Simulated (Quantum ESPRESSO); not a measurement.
Input and output of a self-consistent single point for LaC2 (P1, 3 atoms in the cell) (Quantum ESPRESSO).

Method: PBEsol, GBRV 1.5 ultrasoft (PBESOL) pseudopotentials (plane waves; Quantum ESPRESSO).

```
CELL_PARAMETERS angstrom
     -1.96700     1.96700     3.28600
      1.96700    -1.96700     3.28600
      1.96700     1.96700    -3.28600
ATOMIC_POSITIONS crystal
  La 0.00232 0.01607 0.00450
  C  0.42346 0.39604 0.01786
  C  0.57422 0.58788 0.97764
```

Reference input (self-consistent single point, DFT, PBEsol, plane waves, GBRV 1.5 ultrasoft (PBESOL) pseudopotentials): ecutwfc = 40 Ry; ecutrho = 200 Ry; occupations = smearing; smearing = gauss; degauss = 0.0036749 Ry; potentials = {La: la_pbesol_v1.uspp.F.UPF, C: c_pbesol_v1.2.uspp.F.UPF}; K_POINTS = automatic 5 5 6 1 1 1; conv_thr = 1e-10 Ry; mixing_beta = 0.5. This run's input differs from it in these lines:

```diff
@@ -20,3 +20,3 @@
 &ELECTRONS
-    conv_thr = 1.0d-10,
+    conv_thr = 7.3e-03,
     mixing_beta = 0.5,
```

The program printed (abridged):

```
     Self-consistent Calculation

     iteration #  1     ecut=    40.00 Ry     beta= 0.50

---- Real-time Memory Report at c_bands before calling an iterative solver
           194 MiB given to the printing process from OS
           109 MiB allocation reported by mallinfo(arena+hblkhd)
------------------

     negative rho (up, down):  7.216E-02 0.000E+00

     total energy              =    -124.98111712 Ry
     estimated scf accuracy    <       0.61017173 Ry

     iteration #  2     ecut=    40.00 Ry     beta= 0.50

---- Real-time Memory Report at c_bands before calling an iterative solver
           289 MiB given to the printing process from OS
           127 MiB allocation reported by mallinfo(arena+hblkhd)
------------------

     negative rho (up, down):  6.362E-02 0.000E+00

     total energy              =    -125.14968305 Ry
     estimated scf accuracy    <       0.05397132 Ry

     iteration #  3     ecut=    40.00 Ry     beta= 0.50

---- Real-time Memory Report at c_bands before calling an iterative solver
           292 MiB given to the printing process from OS
           127 MiB allocation reported by mallinfo(arena+hblkhd)
------------------

     negative rho (up, down):  5.534E-02 0.000E+00
     End of self-consistent calculation

     the Fermi energy is    10.5320 ev

!    total energy              =    -125.15409774 Ry
     estimated scf accuracy    <       0.00682422 Ry
     smearing contrib. (-TS)   =      -0.00010436 Ry
     internal energy E=F+TS    =    -125.15399338 Ry

     convergence has been achieved in   3 iterations

     negative rho (up, down):  5.534E-02 0.000E+00

     Forces acting on atoms (cartesian axes, Ry/au):

     atom    1 type  1   force =    -0.01342547    0.00695555   -0.01966669
     atom    2 type  2   force =     0.00699822   -0.01077584   -0.07082874
     atom    3 type  2   force =     0.00642724    0.00382029    0.09049544

     Total force =     0.118501     Total SCF correction =     0.023362
     SCF correction compared to forces is large: reduce conv_thr to get better values

     negative rho (up, down):  5.534E-02 0.000E+00
          total   stress  (Ry/bohr**3)                   (kbar)     P=      -12.37
  -0.00017752  -0.00000759  -0.00000946          -26.11       -1.12       -1.39
  -0.00000759  -0.00018131  -0.00010069           -1.12      -26.67      -14.81
  -0.00000946  -0.00010069   0.00010656           -1.39      -14.81       15.68

   JOB DONE.
```

The run converged in 3 iterations. Against the reference run the free energy rises by 11.5 meV/atom, the pressure goes from 0.05 to -1.24 GPa and the largest force goes from 2.216 to 2.335 eV/Å. The full log also holds: “SCF correction compared to forces is large: reduce conv_thr to get better values”.

The starting cell comes from a database of published, mostly measured structures (it also holds non-ambient and calculated ones), without a prior relaxation at this level. Its atoms were displaced at random from the sites of space group no. 139. Forces in this geometry exceed 1 eV/Å.

Cost on one core of a shared machine: roughly 60 s.
